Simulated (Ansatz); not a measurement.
# Effect of pressure 9 GPa on AlRu

The parent structure is AlRu in the CsCl type structure (space group Pm-3m, No. 221; a = 2.9539 Å).

One thing is altered: cell and atoms relaxed at a pressure of 9 GPa.

The values are results of LDA (Ansatz, a quantum-chemistry and plane-wave program; PAW; 420 eV plane waves; no spin-orbit coupling), not measurements. Γ-centred 16×16×16 mesh, Fermi–Dirac width 0.05 eV.

```csv
quantity,base,changed,shift
density,8.25 g/cm³,8.55 g/cm³,+0.30 g/cm³
lattice parameter a,295.4 pm,291.9 pm,-3.5 pm
enthalpy H = E + PV relative to the base's energy,–,+0.71 eV/atom,–
band gap,zero,zero,–
```

Final structure:

```xyz
2
Lattice="2.9188 0.0000 0.0000 0.0000 2.9188 0.0000 0.0000 0.0000 2.9188" Properties=species:S:1:pos:R:3 pbc="T T T"
Al     1.4594     1.4594     1.4594
Ru     0.0000     0.0000     0.0000
```

Load acts through the strain it causes; cell and atoms are relaxed under it. No phonon test of stability was made. Competing high-pressure phases were not computed. The final runs are not spin-polarised.
